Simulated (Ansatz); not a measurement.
The starting structures come from a database of crystals and need not be the phases stable at ambient conditions.

 Where the default PAW files enter, the runs use the earlier of Ansatz's two default sets.

Evanescent states of Tl2SiF6 (Fm-3m, not sure to be the ambient phase, 9 atoms a cell, 18.5 Å³ an atom, -3 GPa at this level) along the normal of (110)

The numbers are results of r2SCAN (plane waves, PAW; Ansatz, an electronic-structure program), not measurements.

The gap is the functional's own. No spin-orbit coupling. Mid-gap values are interpolated on the energy grid.

Energies count from the valence-band top; κ is the least over a 6×4 mesh across the current.

| E (eV) | κ (1/Å) | where |
|---|---|---|
| 0.12 | 0.173 | off Γ |
| 0.38 | 0.277 | off Γ |
| 0.62 | 0.336 | off Γ |
| 0.88 | 0.375 | off Γ |
| 1.12 | 0.402 | off Γ |
| 1.38 | 0.422 | off Γ |
| 1.62 | 0.436 | off Γ |
| 1.88 | 0.445 | off Γ |
| 2.12 | 0.450 | off Γ |
| 2.38 | 0.452 | off Γ |
| 2.62 | 0.450 | off Γ |
| 2.88 | 0.445 | off Γ |
| 3.12 | 0.437 | off Γ |
| 3.38 | 0.426 | off Γ |
| 3.62 | 0.412 | off Γ |
| 3.88 | 0.394 | off Γ |
| 4.12 | 0.372 | off Γ |
| 4.38 | 0.345 | off Γ |
| 4.62 | 0.312 | off Γ |
| 4.88 | 0.270 | off Γ |
| 5.12 | 0.215 | off Γ |
| 5.38 | 0.129 | off Γ |

Question: How thick must the barrier be to attenuate the transmission by 10^6 when the electrodes' Fermi level lies at 1.62 eV, and what attenuation does that film give at 1.88 eV?

Answer: d = 6 ln 10 / (2 × 0.436) = 15.8 Å. At 1.88 eV it gives 6 × 0.445/0.436 = 6.1 decades.
